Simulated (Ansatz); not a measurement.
Take HfO₂ in the fluorite structure (space group Fm-3m, No. 225) as the base.

```yaml
crystal:
  lattice:
    - [0.00000, 2.52945, 2.52945]
    - [2.52945, 0.00000, 2.52945]
    - [2.52945, 2.52945, 0.00000]
  atoms:
    - { symbol: Hf, position: [0.00000, 0.00000, 0.00000] }
    - { symbol: O, position: [0.25000, 0.25000, 0.25000] }
    - { symbol: O, position: [0.75000, 0.75000, 0.75000] }
```

Level of theory: r2SCAN/PAW in Ansatz (a program for electronic structure), no spin-orbit coupling, earlier PAW set.

Base values:

- Band gap = 4.30 eV
- Gap character = direct at X
- Width of the top valence band = 1.90 eV
- Volume per atom = 10.79 Å³

The change: Zr takes the place of Hf on all its sites, then cell and atoms are relaxed.

Tabulated Pauling electronegativity and covalent radius: Hf 1.30, 1.75 Å; Zr 1.33, 1.75 Å.

Question: What happens to the band gap?

Answer: The band gap drops by 0.416 eV to 3.89 eV.

Question: Predict the new gap character.

Answer: The gap character changes from direct at X to indirect, X → Γ.

Question: Predict the new width of the top valence band.

Answer: The width of the top valence band drops by 0.23 eV to 1.67 eV.

Question: How does this affect the electron mass?

Answer: The electron mass (degenerate bands, along [100]) amounts to 0.53, 2.1 mₑ (at Γ).

Question: How does this affect the volume per atom?

Answer: The volume per atom increases by 0.19 Å³, from 10.79 Å³ to 10.98 Å³.

Spin-orbit coupling, missing from the scalar runs, can matter with Hf. Effective masses come from finite differences of ±0.01 Å⁻¹. No phonon test of stability was made. This is not the structure that ZrO2 has at room temperature and ambient pressure. This is not the structure that HfO2 has at room temperature and ambient pressure.
